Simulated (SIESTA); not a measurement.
Band structure of Mg6ZrSi (Amm2, 8 atoms in the cell).

```xyz
8
Lattice="4.8239 0.0000 0.0000 0.0000 3.2064 5.4238 0.0000 -3.2064 5.4238" Properties=species:S:1:pos:R:3 pbc="T T T"
Mg     0.0000    -1.5931     6.3126
Mg     0.0000     1.5931     6.3126
Mg     0.0000     0.0000     3.6139
Mg     2.4119    -1.5743     4.5190
Mg     2.4119     1.5743     4.5190
Mg     2.4119     0.0000     1.8171
Zr     0.0000     0.0000     8.9319
Si     2.4119     0.0000     7.3646
```

Level of theory: GGA PBEsol, numerical atomic orbitals DZP, PseudoDojo PBEsol standard norm-conserving potentials (rewritten from UPF to PSML) in SIESTA 5.4.2.

Settings: XC.functional = GGA; XC.authors = PBEsol; potentials = PseudoDojo PBEsol standard; PAO.BasisSize = DZP; PAO.EnergyShift = 0.005 Ry; MeshCutoff = 350 Ry; kgrid.MonkhorstPack = 4 3 3; OccupationFunction = FD; ElectronicTemperature = 1160.45 K; MaxSCFIterations = 150; SCF.Mixer.Method = Broyden; SCF.Mixer.Weight = 0.2; SCF.Mixer.History = 6; SCF.DM.Tolerance = 1.0E-05.

The starting cell comes from a database of computed structures (which also holds hypothetical and non-ambient phases and stackings), without a prior relaxation at this level. Values carry the incompleteness of an atom-centred basis.

Levels in eV from the Fermi level, bands 35 to 40:
| point | 35 | 36 | 37 | 38 | 39 | 40 |
|---|---|---|---|---|---|---|
| Γ | -2.23 | -2.11 | -0.82 | -0.49 | 0.07 | 1.22 |
| X | -1.71 | -0.77 | -0.09 | 0.20 | 0.53 | 0.85 |
| S | -1.12 | -0.81 | -0.27 | 0.04 | 0.19 | 0.72 |
| R | -2.16 | -1.81 | -0.28 | 0.01 | 0.31 | 0.39 |
| A | -1.05 | -0.92 | -0.89 | -0.45 | -0.19 | 0.37 |
| Z | -1.67 | -1.42 | -1.37 | -1.22 | -0.72 | -0.49 |
| Y | -0.96 | -0.56 | -0.17 | 0.17 | 0.60 | 1.13 |
| X1 | -1.71 | -0.77 | -0.09 | 0.20 | 0.53 | 0.85 |
| A1 | -1.05 | -0.92 | -0.89 | -0.45 | -0.19 | 0.37 |
| T | -2.56 | -1.69 | -0.31 | -0.23 | 0.43 | 0.69 |

Bands cross the Fermi level along this path, so the cell is metallic at this level.

Higher empty bands are left out: an atom-centred basis made for the valence describes them poorly.
